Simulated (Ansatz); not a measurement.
Start from Zn in the hcp (Mg type) structure (space group P6_3/mmc, No. 194; a = 2.636 Å, c = 4.657 Å).

Level of theory: Ansatz (a program for electronic structure), PBEsol, PAW, cutoff 420 eV, no spin-orbit coupling.

One change was made to it. Results:

```tsv
quantity	base	after
c/a ratio	1.767	1.698
shortest interatomic distance	263.6 pm	250.0 pm
```

**Question.** Which of these changes matches the shifts?
(A) pressure 9 GPa
(B) pressure 30 GPa
(C) pressure 2.1 GPa

**Answer.** B, pressure 30 GPa. For comparison, the c/a ratio in the other runs: pressure 2.1 GPa gives 1.754; pressure 9 GPa gives 1.729.

Load acts through the strain it causes; cell and atoms are relaxed under it. No phonon test of stability was made. Competing high-pressure phases were not computed.
